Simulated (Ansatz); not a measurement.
The reference is BN in the wurtzite structure (space group P6_3mc, No. 186; a = 2.5545 Å, c = 4.2246 Å).

Perturbation: every lattice vector is stretched by 1.20 %; the atoms relax in the strained cell.

All numbers come from Ansatz (a program for electronic structure) PBE, no SOC.

Base, band edges from the VBM (valence, conduction): K -5.37, 5.23; H -3.00, 9.26; M -2.09, 6.69; L -3.53, 6.57; A -1.16, 9.40; Γ 0.00, 8.35 eV.

**Question.** Give the band edges at the high-symmetry points of the new zone, measured from its valence-band maximum.

**Answer.** 
| point | valence edge (eV) | conduction edge (eV) |
|---|---|---|
| Γ | 0.00 | 8.21 |
| M | -2.02 | 6.56 |
| K | -5.17 | 5.30 |
| A | -1.12 | 9.07 |
| L | -3.41 | 6.44 |
| H | -2.88 | 8.98 |

The gap is 5.30 eV, indirect, Γ → K.

No phonon test of stability was made.
